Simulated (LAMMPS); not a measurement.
Simulation of ZnSe (zinc blende), 4096 atoms, at 1620 K and 0 GPa, heated as the crystal.

Model: classical MD, pair style sw, file CdTeZnSeHgS0.sw, run in LAMMPS.

```tsv
r (Å)	g(r), Se-Zn
2.020	0.001
2.060	0.002
2.100	0.010
2.140	0.071
2.180	0.192
2.220	0.515
2.260	1.28
2.300	2.47
2.340	3.90
2.380	5.55
2.420	6.90
2.460	7.68
2.500	7.63
2.540	6.84
2.580	5.46
2.620	4.21
2.660	2.94
2.700	1.93
2.740	1.18
2.780	0.705
2.820	0.396
2.860	0.209
2.900	0.120
2.940	0.063
2.980	0.030
3.020	0.017
3.060	0.009
3.100	0.004
3.140	0.003
3.180	0.001
3.220	0.000
3.260	0.000
3.300	0.000
3.340	0.000
3.380	0.000
3.420	0.000
3.460	0.000
3.500	0.000
3.540	0.000
3.580	0.000
3.620	0.000
3.660	0.001
3.700	0.001
3.740	0.001
3.780	0.002
3.820	0.005
3.860	0.008
3.900	0.013
3.940	0.021
3.980	0.032
4.020	0.048
4.060	0.079
4.100	0.110
4.140	0.169
4.180	0.243
4.220	0.351
4.260	0.482
4.300	0.645
4.340	0.848
4.380	1.06
4.420	1.32
4.460	1.63
4.500	1.91
4.540	2.25
4.580	2.53
4.620	2.78
4.660	3.00
4.700	3.15
4.740	3.18
4.780	3.21
4.820	3.06
4.860	2.88
4.900	2.64
4.940	2.36
4.980	2.07
5.020	1.79
5.060	1.47
5.100	1.18
5.140	0.959
5.180	0.712
5.220	0.524
5.260	0.384
5.300	0.273
5.340	0.200
5.380	0.132
5.420	0.086
5.460	0.061
5.500	0.046
5.540	0.041
5.580	0.041
5.620	0.056
5.660	0.084
5.700	0.121
5.740	0.184
5.780	0.261
5.820	0.380
5.860	0.501
5.900	0.664
5.940	0.862
5.980	1.05
6.020	1.26
6.060	1.43
6.100	1.65
```

Read from the full data:
- state found: crystal; no diffusion seen in 30 ps
- first peak of g(r), Se-Zn: 2.48 Å, height 7.7
- coordination number of Se by Zn: 4.00 (counted to 3.42 Å)
- coordination number of Zn by Se: 4.00 (counted to 3.42 Å)
